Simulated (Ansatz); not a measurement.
Ansatz (an electronic-structure program) run on Y (P6_3/mmc, 2 atoms in the cell): relaxation of cell and atoms.

Method: PBE, PAW files (plane waves; Ansatz).

```yaml
crystal:
  lattice:
    - [1.82500, -3.16099, 0.00000]
    - [1.82500, 3.16099, 0.00000]
    - [0.00000, 0.00000, 5.73000]
  atoms:
    - { symbol: Y, position: [0.33333, 0.66667, 0.25000] }
    - { symbol: Y, position: [0.66667, 0.33333, 0.75000] }
```

Reference input (self-consistent single point, DFT, PBE, plane waves, PAW files): basis.ecutwfc = 30.9 Ry; kpoints.mp_grid.grid = 10 10 6; hamiltonian.xc = pbe; hamiltonian.pseudopotentials = {kind: paw} (an earlier, softer set of the program's PAW files); scf.occupations.method = fermi_dirac; scf.occupations.width = 0.0073 Ry. This run's input differs from it in these lines:

```diff
@@ -17,2 +17,4 @@
   occupations: { method: fermi_dirac, width: 0.0073 Ry }
+relax:
+  cell: {}
 output:
```

Output (repeated stretches shortened):

```
   [... SCF lines of the steps left out ...]
relax step   1: F+E_penalty+E_count = -7697.44471731 eV  Δ(F+E_penalty+E_count) = +0.000e0 eV  max|allowed force component| = 1.388e-17 eV/Å  Δτ_max = 0.0000 Å  P = -0.148 GPa  Ω = 66.111 Å³  (6 SCF iters, dr2 threshold 1.00e-7 eV, accepted)
relax step   2: F+E_penalty+E_count = -7697.44512670 eV  Δ(F+E_penalty+E_count) = -4.094e-4 eV  max|allowed force component| = 2.776e-17 eV/Å  Δτ_max = 0.0000 Å  P = +0.003 GPa  Ω = 65.860 Å³  energy of the carried Pulay correction = +8.080e-6 eV  [...]
relax step   3: F+E_penalty+E_count = -7697.44515397 eV  Δ(F+E_penalty+E_count) = -2.727e-5 eV  max|allowed force component| = 3.701e-17 eV/Å  Δτ_max = 0.0000 Å  P = -0.001 GPa  Ω = 65.866 Å³  energy of the carried Pulay correction = +7.890e-6 eV  [...]
relax step   4: F+E_penalty+E_count = -7697.44514629 eV  Δ(F+E_penalty+E_count) = +7.687e-6 eV  max|allowed force component| = 4.163e-17 eV/Å  Δτ_max = 0.0000 Å  P = -0.001 GPa  Ω = 65.866 Å³  stress off target by 2.17e-3 GPa  SCF on the basis [...]
basis re-selected at this cell: Δ(F+E_penalty+E_count) = +7.687e-6 eV, ΔP = +0.000 GPa vs the last step
the relaxation is at rest under the 24 symmetry operations that the run kept from its start: a minimum is not shown …
Stability not checked: this state was not tested for a lower state beside it, because too few of the mixer's solves of this state at the end of the SCF gave a …
Free energy (F): -7697.445146 eV
Internal energy: -7697.326503 eV  (E = F + TS)
   [... lines left out ...]
Fermi energy:    9.342280 eV
   [... lines left out ...]
to start a new deck from the relaxed geometry:
  cell:  # Å, volume = 65.8665 Å³
    - [1.8266492851464373, -3.1638493694829988, 0.0]
    - [1.8266492851464373, 3.1638493694829988, 0.0]
    - [0.0, 0.0, 5.698538369699883]
  atoms:
    - { symbol: Y, position: [0.33333333333333326, 0.6666666666666665, 0.25] }
    - { symbol: Y, position: [0.6666666666666665, 0.33333333333333326, 0.75] }
```

The run converged. 

Summary of the result:
- Free energy E − TS (on the zero of these files): -7697.4451 eV
- Fermi level (on the code's own zero): 9.34 eV
- Pressure: 0.00 GPa
- Final cell: a = b = 3.6533 Å, c = 5.6985 Å, α = β = 90.00°, γ = 120.00°
- Final volume per atom: 32.93 Å³
- Relaxation steps: 4

The starting cell has typed, rounded lattice constants, without a prior relaxation at this level. The relaxation keeps the symmetry of its start, so its end need not be a minimum. Ansatz's pressure includes its estimate of the finite-basis (Pulay) stress.

Keys are those of Ansatz 0.2.
